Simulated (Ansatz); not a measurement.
System: antifluorite K2S. Method: LDA (plane waves, PAW; Ansatz, an electronic-structure program).

Settings: plane-wave cutoff 520 eV, 8×8×8 k mesh, Fermi–Dirac smearing 0.01 eV, scalar-relativistic PAW data made under PBE.

Cell (measured lattice):

```cif
data_K2S
_chemical_formula_sum 'K2 S1'
_space_group_name_H-M_alt 'P 1'
_space_group_IT_number 1
_cell_length_a 5.22623
_cell_length_b 5.22623
_cell_length_c 5.22623
_cell_angle_alpha 60.000
_cell_angle_beta 60.000
_cell_angle_gamma 60.000
loop_
_space_group_symop_operation_xyz
  'x, y, z'
loop_
_atom_site_label
_atom_site_type_symbol
_atom_site_fract_x
_atom_site_fract_y
_atom_site_fract_z
_atom_site_occupancy
K1 K 0.25000 0.25000 0.25000 1
K2 K 0.75000 0.75000 0.75000 1
S1 S 0.00000 0.00000 0.00000 1
```

Problem. What does this level give for the band gap and smallest direct gap on the k points sampled?

Solution. 
- band gap: 2.12 eV (indirect)
- smallest direct gap on the k points sampled: 2.33 eV

Note: cell and atoms aren't relaxed at this level (pressure -1.6 GPa).
